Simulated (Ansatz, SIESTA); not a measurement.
One structure in several programs: SnO2 (P4_2/mnm, 6 atoms in the cell)

Relaxation of cell and atoms.

```xyz
6
Lattice="4.8777 0.0000 0.0000 0.0000 4.8777 0.0000 0.0000 0.0000 3.2835" Properties=species:S:1:pos:R:3 pbc="T T T"
Sn     2.4389     2.4389     1.6418
Sn     0.0000     0.0000     0.0000
O      0.9464     3.9313     1.6418
O      3.9313     0.9464     1.6418
O      3.3853     3.3853     0.0000
O      1.4924     1.4924     0.0000
```

Shared settings, as Ansatz (an electronic-structure program) writes them: kpoints.mp_grid.grid = 7 7 10; scf.occupations.method = fixed. Potentials and cutoffs stand in the table.

```csv
code,model,final volume (Å³/atom),gap on the mesh (eV),cutoff
SIESTA,"GGA PBE, numerical atomic orbitals TZP, PseudoDojo PBE standard norm-conserving potentials (rewritten from UPF to PSML)",12.76,0.249,grid 350 Ry
Ansatz,"PBE, PAW files",12.58,0.683,420 eV
```

Gaps are read on the mesh.

The spread over the programs that give each value: final volume within 0.18 Å³/atom; gap on the mesh within 0.434 eV.

SIESTA uses small atom-centred bases, whose incompleteness enters pressures, forces and empty levels differently from a plane-wave cutoff. The programs treat the finite-basis stress differently while the cell relaxes: Ansatz adds an estimate of it.

The starting cell comes from a database of computed structures (which also holds hypothetical and non-ambient phases and stackings), without a prior relaxation at this level. Its lattice was rescaled by a random factor within 2.5 % of one.

Keys are those of Ansatz 0.2.
